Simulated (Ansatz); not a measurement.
Structures of equal composition on the (0001) surface of hcp Ru: a pseudomorphic layer of Re in the host's stacking; a pseudomorphic layer of Re in the other hollow. The slabs share one bottom face, and each structure is named by its start. These are constructed structures in small cells; real faces may alloy, dewet or reconstruct in larger ones, and not all known structures of the face are among them. Slabs of about 11 Å, Fermi-Dirac smearing of 0.1 eV. Bottom of the slabs: a bare face, its two planes held. Relaxed from the named starts with such symmetry as they have, on meshes of like density; energies extrapolated to zero smearing; spin only where a row says so; no spin-orbit coupling, no U. Brackets mark spin-polarised runs, whose order is one that fits the cell.

Method: PBE (plane waves to 420 eV, PAW; Ansatz, a program for electronic structure).

Problem. Order them by energy per 1x1 cell (lowest first) at the level PBE.

Solution. a pseudomorphic layer of Re in the host's stacking (0.000 eV), a pseudomorphic layer of Re in the other hollow (0.131 eV)
